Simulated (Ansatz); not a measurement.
PbS, pressure series

Take PbS in the rock salt structure (space group Fm-3m, No. 225) as the base.

```
CELL_PARAMETERS angstrom
      0.00000     3.00445     3.00445
      3.00445     0.00000     3.00445
      3.00445     3.00445     0.00000
ATOMIC_POSITIONS crystal
  Pb 0.00000 0.00000 0.00000
  S  0.50000 0.50000 0.50000
```

Cell and atoms are relaxed at each pressure.

The values are results of PBE in Ansatz (plane waves to 420 eV, PAW, no SOC), not measurements.

```csv
pressure (GPa),volume per atom (Å³/atom)
-2,28.274
-1,27.669
0,27.120
0.9,26.685
2.1,26.143
4.5,?
9,23.820
```

Fit the third-order Birch–Murnaghan form P(V) = (3B₀/2)[(V₀/V)^(7/3) − (V₀/V)^(5/3)]·[1 + (3/4)(B₀′ − 4)((V₀/V)^(2/3) − 1)] (squares taken in P) to the rows shown and predict the withheld row.

Least squares on the printed values gives V₀ = 27.126 Å³/atom, B₀ = 52.7 GPa, B₀′ = 4.2; this predicts 25.210 Å³/atom, and the run gives 25.216 Å³/atom, 0.006 higher.

Load acts through the strain it causes; cell and atoms are relaxed under it. Stability against distortions was not tested. No other phases were tried under pressure. The final runs are not spin-polarised.

Ansatz is a program for electronic structure.
